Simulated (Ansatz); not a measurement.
4H silicon carbide: the defect Sc on the Si site

The numbers are results of PBE, PAW (plane waves to 420 eV; Ansatz, a quantum-chemistry and plane-wave program), not measurements. A 3×2×1 supercell of 96 sites was used; the energies come from a 2×2×2 shifted sampling of its zone. Site at the start: the Si(h) site. Energies of charged states are corrected for periodic images (point charge plus alignment at distant sites). Dielectric constants: PBE linear response of the host. Host gap at this level: 2.23 eV. These values are not converged in cell size to better than tenths of an eV. The semilocal functional narrows the gap, so deep levels can fall outside it. Spin–orbit coupling is left out. Each state is the lowest found from its start.

Formation energies E_f are given with the Fermi level at the valence-band maximum. Chemical conditions: C-rich (Δμ(Si) = -0.41 eV, Δμ(Sc) = -0.99 eV, bounded by Sc5Si3 (P6_3/mcm); only phases computed here count, gases as isolated molecules at 0 K); Si-rich (Δμ(Si) = 0.00 eV, Δμ(Sc) = -1.23 eV, bounded by Sc5Si3 (P6_3/mcm); only phases computed here count, gases as isolated molecules at 0 K). Reference phases: Sc: hcp Sc, Si: silicon.

```json
[
 {"charge": "+1*", "moment (μB)": "not spin-polarised", "largest move off a lattice site (Å)": "0.28", "image correction with alignment (eV)": "–", "E_f, C-rich (eV)": "–", "E_f, Si-rich (eV)": "–"},
 {"charge": "0", "moment (μB)": "1.0", "largest move off a lattice site (Å)": "0.27", "image correction with alignment (eV)": "0.00", "E_f, C-rich (eV)": "3.46", "E_f, Si-rich (eV)": "4.11"},
 {"charge": "−1", "moment (μB)": "not spin-polarised", "largest move off a lattice site (Å)": "0.22", "image correction with alignment (eV)": "0.07", "E_f, C-rich (eV)": "3.71", "E_f, Si-rich (eV)": "4.37"}
]
```

* At this level the carrier isn't localised at the defect: at charge +1 holes occupy the valence band. Such a state is shallow or no state of the defect, and this cell gives it no level.

Not the lowest form: the same atoms on another site or from another start ended lower, by 0.24 eV at charge 0; by 0.22 eV at charge −1. The levels below are those of this configuration alone.

Transition levels above the valence-band maximum: ε(0/−1) = 0.26 eV.

Flagged in the runs: a host whose relaxation on this sampling wasn't shown to rest, a strain field that reaches the edge of the cell.
